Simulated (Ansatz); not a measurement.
Functionals compared on the (111) surface of fcc Pd, clean 1x1 (bottom of the slab: a bare face, its two planes held), in Ansatz (plane waves, PAW). The structure was relaxed with PBE; the other rows are single points on it. Cutoff 420 eV (500 eV for r2SCAN).

Model: 6-atom slab, 11.4 Å thick at the start with caps and adatoms (thin: gaps and levels are the slab's own), 15x15x1 mesh, Fermi-Dirac 0.1 eV, dipole correction, 2 atoms held, the rest relaxed; symmetry of the start imposed; no spin, no spin-orbit, no U. These notes are the PBE run's.

| functional | work function of the top face (eV) | rough cost of the single point |
|---|---|---|
| PBE | 5.21 | – |
| LDA | (withheld) | about 26 core-seconds (a rough figure) |
| PBEsol | 5.35 | about 29 core-seconds (a rough figure) |
| RPBE | 5.02 | very roughly 24 core-seconds |
| r2SCAN | 5.20 | around 100 core-seconds (rough) |

Question: Some entries are withheld; supply them.

Answer: 
- LDA, work function of the top face (eV): 5.64

Ansatz is an electronic-structure program.
